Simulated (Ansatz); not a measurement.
# The (31-43) surface of hcp Ti in its 1x1 cell, outermost plane spacing 0.11 Å in the ideal cut

Computed with r2SCAN, at the PBE geometry (plane waves to 500 eV, PAW; Ansatz, a quantum-chemistry and plane-wave program).

Model: 34-atom slab, 10.4 Å thick at the start (thin: gaps and levels are the slab's own), 7x4x1 mesh, Fermi-Dirac 0.1 eV, dipole correction, single point; on the structure that PBE left under its start's symmetry; no spin, no spin-orbit, no U.

```yaml
surface energy (mean of both faces): 2.21 J/m^2
work_function_of_the_top_face: 3.75 eV
cost: very roughly 24 core-minutes
```
